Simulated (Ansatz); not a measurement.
The starting structures come from a database of crystals and need not be the phases stable at ambient conditions.

By LDA and PBEsol, the system below comes out a metal.

```
Hf
1.0
    4.96233     0.00000     0.00000
   -2.48116     4.29750     0.00000
    0.00000     0.00000     3.08623
Hf
3
Cartesian
  2.48117   1.43250   1.54312
  0.00000   2.86500   1.54312
  0.00000   0.00000   0.00000
```

Space group of this cell: P6/mmm. The cell is taken as given; by PBEsol its mean pressure is -2.8 GPa.

The current runs along the normal of the first two printed vectors, the (001) plane. All runs by Ansatz (a first-principles code), plane waves and PAW, without spin-orbit coupling; the base is PBEsol.

```json
[
 {"run": "base", "mean pressure (GPa)": "-2.8", "G/A, both spins (10¹⁵ S/m²)": "0.50"},
 {"run": "all lengths scaled by 0.98", "mean pressure (GPa)": "4.3", "G/A, both spins (10¹⁵ S/m²)": "0.55"},
 {"run": "all lengths scaled by 1.02", "mean pressure (GPa)": "-8.4", "G/A, both spins (10¹⁵ S/m²)": "0.46"},
 {"run": "lda in place of pbesol", "mean pressure (GPa)": "-6.8", "G/A, both spins (10¹⁵ S/m²)": "…"},
 {"run": "lengths across the current scaled by 0.98, ions clamped", "mean pressure (GPa)": "1.7", "G/A, both spins (10¹⁵ S/m²)": "0.55"},
 {"run": "lengths across the current scaled by 1.02, ions clamped", "mean pressure (GPa)": "-6.6", "G/A, both spins (10¹⁵ S/m²)": "…"},
 {"run": "lengths along the current scaled by 0.97, ions clamped", "mean pressure (GPa)": "0.7", "G/A, both spins (10¹⁵ S/m²)": "…"},
 {"run": "lengths along the current scaled by 1.03, ions clamped", "mean pressure (GPa)": "-5.7", "G/A, both spins (10¹⁵ S/m²)": "0.53"}
]
```

Q: Complete the blanks.

A: 
- lda in place of pbesol, G/A, both spins (10¹⁵ S/m²): 0.51
- lengths across the current scaled by 1.02, ions clamped, G/A, both spins (10¹⁵ S/m²): 0.43
- lengths along the current scaled by 0.97, ions clamped, G/A, both spins (10¹⁵ S/m²): 0.48
